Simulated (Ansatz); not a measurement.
Consider RbBr in the rock salt structure (space group Fm-3m, No. 225; a = 6.843 Å). Axes: x, y, z lie along the cube axes.

Calculations: PBEsol (Ansatz, a quantum-chemistry and plane-wave program; PAW; 420 eV plane waves; without spin-orbit coupling).

Base values:

| Item | Value |
|---|---|
| Band gap | 4.22 eV |
| Valence-band top at Γ | 0.00, 0.00, 0.00 eV |

Modification: uniaxial strain ε_zz = +2.50 %, all other strain components held at zero; the atoms relax in the strained cell.

### Question
How does this affect the band gap?

### Answer
The band gap shrinks by 0.06 eV (4.22 eV → 4.16 eV).

### Question
What does the calculation give for the valence-band top at Γ after the change?

### Answer
The valence-band top at Γ (three highest levels, from the VBM) changes from 0.00, 0.00, 0.00 eV to 0.00, 0.00, -0.02 eV.

### Question
Predict the new energy relative to the base.

### Answer
The energy rises by 2.3 meV/atom.

Whether these cells are dynamically stable was not tested.
